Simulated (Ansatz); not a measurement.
Consider ZnSe in the zinc blende structure (space group F-43m, No. 216).

```xyz
2
Lattice="0.0000 2.8328 2.8328 2.8328 0.0000 2.8328 2.8328 2.8328 0.0000" Properties=species:S:1:pos:R:3 pbc="T T T"
Zn     0.0000     0.0000     0.0000
Se     1.4164     1.4164     1.4164
```

Cartesian axes are those of the cell as printed.

Level of theory: Ansatz (a quantum-chemistry and plane-wave program) r2SCAN, without spin-orbit coupling.

Before the change:

The electron mass is 0.12 mₑ (at Γ).

Now apply this change: biaxial strain −1.00 %, plane normal [001], relaxed out of plane (Cartesian); in-plane vectors clamped, the third vector and the atoms free.

Q: How does this affect the in-plane stress?

A: The mean in-plane stress (compression positive) is +0.8 GPa.

Q: What does the calculation give for the electron mass after the change?

A: The electron mass goes from 0.12 mₑ (at Γ) to 0.13 mₑ (at Γ).

The levels and masses belong to the bands next to the band gap. Effective masses come from finite differences of ±0.01 Å⁻¹. Whether these cells are dynamically stable was not tested.
